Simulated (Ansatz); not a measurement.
We consider double-hcp La, described by HSE06 in Ansatz (plane waves, PAW).

Settings: plane-wave cutoff 460 eV, 9×9×4 k mesh (along the axes of the cell as run), Fermi–Dirac smearing 0.05 eV, scalar-relativistic PAW data made under PBE.

Computed at the level's own relaxed cell.

Question: Estimate the equilibrium lattice constant a and lattice parameter c that the calculation returns.

Answer: 
- equilibrium lattice constant a = 3.836 Å
- lattice parameter c = 12.192 Å

Measured, for comparison: lattice constant a 3.774 Å, lattice parameter c 12.171 Å (293 K, not corrected to a static lattice; as tabulated in Wikipedia's data pages). Computed (rounded) less measured: lattice constant a +1.6 %, lattice parameter c +0.2 %.

Spin–orbit coupling is not included.

Static lattice: no zero-point or thermal effects.

Cost on a shared machine: roughly 60 core-minutes.

Ansatz is an electronic-structure program.
